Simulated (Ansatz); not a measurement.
# Competing hops of Au-vacancy pair in bcc Mo, neutral cell

Consider Au-vacancy pair (Au on one host Mo site, one Mo site vacant) in bcc Mo, neutral cell. The numbers are results of PBE, PAW (plane waves to 420 eV; Ansatz, a program for electronic structure), not measurements.

Settings: 36 host sites, the relaxed PBE lattice, a 2×2×3 k-point mesh shifted by half a step, smearing 0.10 eV, spin-restricted, no image-charge correction. Static, classical nuclei. Spin-orbit coupling is left out. Forms of the defect that were not tried may lie lower.

Barriers: single points on a 3×3×5 k-point mesh shifted by half a step at the bands' geometries (they differ from the bands' own by up to 0.07 eV, and are uncertain by about as much).

| Route | Start site over the lowest site run (eV) | Hop (Å) | Forward barrier (eV) | Backward barrier (eV) | Neighbours at the start | Neighbours at the saddle | Saddle order | Forward, on the band's own sampling (eV) |
|---|---|---|---|---|---|---|---|---|
| Au and the vacancy change places (Au-vacancy distance between ideal sites 2.74 Å throughout) | 0.00 | 1.91 | 0.45 | 0.45 | 2 Mo at 2.72, Mo at 2.74, 4 Mo at 2.91, Mo at 2.91, Mo at 2.92, Mo at 3.15, 2 Mo at 3.41, Mo at 3.43 Å | 4 Mo at 2.72, 2 Mo at 2.73, 6 Mo at 3.39 Å | not checked, on a symmetry element | 0.38 |

Paths come from CI-NEB runs.  A band can be held on a symmetry element, so unchecked saddle points there may be too high.
